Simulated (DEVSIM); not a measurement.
Structure: Si p-i-n diode, at 300 K.

| layer (left to right) | material | thickness (μm) | Nd (cm⁻³) | Na (cm⁻³) | τn (s) | τp (s) |
|---|---|---|---|---|---|---|
| 1 | Si | 0.230 | - | 2.6e17 | 2.5e-7 | 2.5e-7 |
| 2 | Si | 0.950 | 2.9e11 | - | 2.5e-7 | 2.5e-7 |
| 3 | Si | 0.320 | 1.6e17 | - | 2.5e-7 | 2.5e-7 |

Left contact: ohmic. Right contact: ohmic. Voltage is applied to the left contact. Recombination: SRH at mid-gap, radiative, Auger. Mobility is constant in doping.

This is a model device: material constants are rounded textbook-type values typed into the input, and sizes, dopings and lifetimes were drawn at random. Values at 300 K.

```csv
parameter,Si
gap (eV),1.124
affinity (eV),4.05
permittivity,11.7
Nc (cm⁻³),2.86e19
Nv (cm⁻³),3.1e19
μn (cm²/Vs),1417
μp (cm²/Vs),470
B (cm³/s),4.7e-15
Cn (cm⁶/s),2.8e-31
Cp (cm⁶/s),9.9e-32
```

DEVSIM, 1D drift-diffusion, Boltzmann statistics, complete ionisation; no tunnelling, impact ionisation, image-force lowering or self-heating.

The thickness of layer 1 was swept, all else fixed.

| thickness of layer 1 (μm) | dark forward voltage at 1 A/cm² (V) | dark forward voltage at 100 A/cm² (V) |
|---|---|---|
| 0.046 | 0.548 | 0.675 |
| 0.081 | 0.562 | 0.686 |
| 0.14 | 0.573 | 0.697 |
| 0.23 | 0.583 | 0.706 |
| 0.39 | 0.592 | 0.715 |
| 0.69 | 0.600 | 0.723 |
| 1.2 | 0.605 | 0.730 |

From the first row to the last the dark forward voltage at 1 A/cm² goes from 0.548 to 0.605. From the first row to the last the dark forward voltage at 100 A/cm² goes from 0.675 to 0.730.
